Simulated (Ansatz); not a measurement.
Consider GaN in the zinc blende structure (space group F-43m, No. 216; a = 4.548 Å).

Levels (all Ansatz, an electronic-structure program, PAW): PBE (420 eV, no spin-orbit coupling); PBEsol (420 eV, no spin-orbit coupling); r2SCAN (500 eV, no spin-orbit coupling); HSE06 (420 eV, scalar-relativistic without spin-orbit coupling).

Levels that relaxed their own cell: PBE and PBEsol.

```
level   band gap  lattice parameter a  electron mass at Γ
------  --------  -------------------  ------------------
PBE      1.54 eV              4.548 Å            0.141 mₑ
PBEsol   1.70 eV              4.498 Å            0.154 mₑ
r2SCAN   2.17 eV                    –            0.171 mₑ
HSE06    3.00 eV                    –                   –
```

Measured: band gap 3.48 eV (static lattice; corrected from measurement; as listed in I. Vurgaftman, J. R. Meyer, L. R. Ram-Mohan, Journal of Applied Physics (2001)); lattice parameter a 4.5 Å (room temperature; as listed in I. Vurgaftman, J. R. Meyer, L. R. Ram-Mohan, Journal of Applied Physics (2001)); electron mass at Γ 0.15 mₑ (temperature not stated; as listed in I. Vurgaftman, J. R. Meyer, L. R. Ram-Mohan, Journal of Applied Physics (2001)).

Computed minus measured — band gap: PBE -1.94 eV, PBEsol -1.78 eV, r2SCAN -1.31 eV, HSE06 -0.48 eV (closest: HSE06); lattice parameter a: PBE +1.1 %, PBEsol -0.0 % (closest: PBEsol); electron mass at Γ: PBE -6 %, PBEsol +3 %, r2SCAN +14 % (closest: PBEsol). Measured values not marked as corrected hold thermal and zero-point effects that the static-lattice runs lack. A measured gap can be an optical one, lowered by exciton binding. Levels without spin-orbit coupling miss its lowering of the gap, often about a third of the valence-band splitting.

Single points use the geometry relaxed with PBEsol. Effective masses come from finite differences of ±0.01 Å⁻¹. Whether these cells are dynamically stable was not tested. This is not the structure that GaN has at room temperature and ambient pressure.
